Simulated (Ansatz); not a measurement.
## A worked fit of the energy of slabs against their depth, with one run withheld: a (110) slab of Li (cut from a parent of space group no. 229; 6 atoms in the cell)

```yaml
crystal:
  lattice:
    - [3.03150, 0.00000, 0.00000]
    - [-4.04200, 2.85812, 0.00000]
    - [0.00000, 0.00000, 26.37612]
  atoms:
    - { symbol: Li, position: [0.00000, 0.00000, 0.26539] }
    - { symbol: Li, position: [0.00000, 0.50000, 0.35924] }
    - { symbol: Li, position: [0.00000, 0.00000, 0.45308] }
    - { symbol: Li, position: [0.00000, 0.50000, 0.54692] }
    - { symbol: Li, position: [0.00000, 0.00000, 0.64076] }
    - { symbol: Li, position: [0.00000, 0.50000, 0.73461] }
```
(The smallest cell of the table.)

Method of the run: PBEsol, default PAW files made with PBE (plane waves; Ansatz, a quantum-chemistry and plane-wave program).

Base settings: basis.ecutwfc = 420 eV; kpoints.mp_grid.grid = 17 17 1; hamiltonian.xc = pbesol; hamiltonian.pseudopotentials = {kind: paw} (the program's default PAW files); scf.occupations.method = gaussian; scf.occupations.width = 0.1 eV.

The starting cell has typed, rounded lattice constants, without a prior relaxation at this level. The slab is cut from that crystal, and its faces are unrelaxed. Its lattice was rescaled by up to half a per cent.

Deep slabs follow E = 2Aγ + N·e, so a straight line through E against N gives the surface energy without a separate bulk run; a round N·e is taken off to keep the numbers short. The area A is 8.664 Å².

| atoms N | E − N·(-202.946 eV) (eV) |
|---|---|
| 6 | 0.2531 |
| 7 | 0.2019 |
| 8 | 0.1523 |
| 9 | ? |
| 11 | -0.0001 |

Task: Fit the line to the 4 rows given and predict the withheld one.

Result: Means: x̄ = 8.0000, ȳ = 0.15180. Σ(x − x̄)(y − ȳ) = -0.7084 and Σ(x − x̄)² = 14.00, so b = -0.05060 and a = ȳ − b·x̄ = 0.55660; γ = a/2A = 0.515 J/m² (unrelaxed) and e = -202.9966 eV per atom. The largest residual of the fitted rows is 0.00050. At x = 9 the line gives 0.1012 eV. The run gave 0.1008 eV, a miss of 0.0004 eV. The table is a window of a longer ladder. The rows were chosen because the form fits them, the withheld one included, so this shows the method and is no test of the form.

Left out of this page: 4 runs of the series outside the window shown, repeating another row's setting, or not comparable.

Keys are those of Ansatz 0.2.
